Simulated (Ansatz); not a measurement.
The parent structure is WSi2 (space group I4/mmm, No. 139; a = 3.2289 Å, c = 7.8697 Å; relaxed with 0.1 eV smearing).

(Cell as relaxed with PBE.)

Levels (all Ansatz, a first-principles code, PAW): PBE (420 eV, no spin-orbit coupling); r2SCAN (500 eV, no spin-orbit coupling).

Each level relaxes its own structure.

```json
[
 {"base": "volume per atom", "PBE": "13.67 Å³", "r2SCAN": "13.42 Å³"},
 {"base": "lattice parameter a", "PBE": "3.229 Å", "r2SCAN": "3.211 Å"},
 {"base": "band gap", "PBE": "zero", "r2SCAN": "zero"}
]
```

One thing is altered: the cell is scaled by 1.0131 in all directions, atoms relaxed at fixed cell.

```tsv
quantity	PBE	r2SCAN
pressure (mean of the normal stresses, compression positive)	-7.8 GPa	-8.4 GPa
band gap	zero	zero
```

PBE's pressure lies 0.6 GPa above r2SCAN's; the two agree on the band gap. Neither level is exact; r2SCAN is the comparison here, not a measurement.

The cells carry an imposed strain or load. Stability against distortions was not tested. All final runs are without spin polarisation.
